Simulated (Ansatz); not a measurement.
Effect of pressure 4.2 GPa on KTaO3

Take KTaO₃ in the cubic perovskite structure (space group Pm-3m, No. 221; a = 3.989 Å) as the base.

It is then changed as follows: cell and atoms relaxed at a pressure of 4.2 GPa.

Level of theory: Kohn–Sham DFT with the r2SCAN functional, run in Ansatz (an electronic-structure program) with PAW and 500 eV plane waves, spin-orbit coupling left out, earlier PAW set. Γ-centred 8×8×8 mesh, Fermi–Dirac width 0.05 eV.

The volume per atom drops by 0.24 Å³, from 12.70 Å³ to 12.46 Å³ and the density goes up by 0.14 g/cm³, from 7.01 g/cm³ to 7.15 g/cm³. The lattice parameter a decreases by 2.5 pm (398.9 pm → 396.4 pm) and the shortest interatomic distance decreases by 1.3 pm (199.5 pm → 198.2 pm). The band gap grows by 0.05 eV, from 2.64 eV to 2.69 eV and the gap character stays indirect, R → Γ. The smallest direct gap grows by 0.04 eV, from 3.30 eV to 3.34 eV and the mean gap deformation potential ΔEg/Δln V is -2.6 eV.

Final structure:

```
KTaO3
1.0
    3.96397     0.00000     0.00000
    0.00000     3.96397     0.00000
    0.00000     0.00000     3.96397
K Ta O
1 1 3
Direct
  0.00000   0.00000   0.00000
  0.50000   0.50000   0.50000
  0.00000   0.50000   0.50000
  0.50000   0.50000   0.00000
  0.50000   0.00000   0.50000
```

Cost of the whole job for the changed cell (relaxation, final SCF and bands): around 80 core-seconds (rough).

With Ta present, leaving out spin-orbit coupling can change the band edges. Load acts through the strain it causes; cell and atoms are relaxed under it. No phonon test of stability was made.
